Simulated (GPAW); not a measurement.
Band structure of Tl2Pd (C2/c, 6 atoms in the cell).

```
Tl2Pd
1.0
    4.44427    -3.39927     0.00000
    4.44427     3.39927     0.00000
   -3.75125     0.00000     4.44635
Tl Pd
4 2
Direct
  0.49999   0.83217   0.16644
  0.50001   0.16783   0.83356
  0.16783   0.50001   0.33356
  0.83217   0.49999   0.66644
  0.00080   0.99920   0.25000
  0.99920   0.00080   0.75000
```

Level of theory: LDA (Perdew-Wang 92), GPAW PAW datasets LDA (gpaw-data 1.0.1) (plane waves; GPAW).

Settings: mode = pw; ecut = 600 eV; xc = LDA; kpts = 3 3 4; mesh shift (steps) = 0 0 0; occupations.name = methfessel-paxton; occupations.width = 0.136 eV; occupations.order = 0; nbands = -14; convergence.density = 1e-05 e/electron; symmetry.symmorphic = false; symmetry.tolerance = 0.0005; maxiter = 100; bandpath_npoints = 40.

The starting cell comes from a database of computed structures (which also holds hypothetical and non-ambient phases and stackings), without a prior relaxation at this level. Its lattice was rescaled by a random factor within 2.5 % of one. Spin-orbit coupling is off. Spin polarisation is off.

Levels in eV from the Fermi level, bands 39 to 46:
| point | 39 | 40 | 41 | 42 | 43 | 44 | 45 | 46 |
|---|---|---|---|---|---|---|---|---|
| X | -1.72 | -1.69 | -1.28 | -1.23 | 1.35 | 1.36 | 2.75 | 2.75 |
| Γ | -1.80 | -1.57 | -0.39 | -0.22 | -0.20 | 0.16 | 0.61 | 0.61 |

Bands cross the Fermi level along this path, so the cell is metallic at this level.
